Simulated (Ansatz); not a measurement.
Base system: HfO₂ in the CdI2 type structure (space group P-3m1, No. 164; a = 3.240 Å, c = 4.663 Å; a hypothetical phase, not in the database extracts checked; layered, stacked along the Cartesian z axis).

The values are results of Ansatz (a program for electronic structure) PBE-D3(BJ), scalar-relativistic without spin-orbit coupling, earlier PAW set, not measurements.

Base values:

| Quantity | Value |
|---|---|
| Gap between the host's bands | 4.48 eV |

One thing is altered: electron doping at 2.0×10^21 cm⁻³ (0.0848 per cell), with a uniform compensating background at fixed cell and a 300 K Fermi–Dirac width.

**Question.** Predict the new gap between the host's bands.

**Answer.** The gap between the host's bands drops by 0.05 eV to 4.43 eV.

**Question.** How does this affect the Fermi level from band edge?

**Answer.** The Fermi level relative to the doped band's edge (positive inside the band; to 0.05 eV) is +0.15 eV.

**Question.** What does the calculation give for the largest internal atomic displacement after the change?

**Answer.** The largest internal atomic displacement amounts to 0.011 Å.

Carriers are added with a uniform compensating background; total energy and stress of such cells depend on the potential's zero and are not compared; many-body gap narrowing is missing at this level. With Hf present, leaving out spin-orbit coupling can change the band edges. Whether these cells are dynamically stable was not tested.
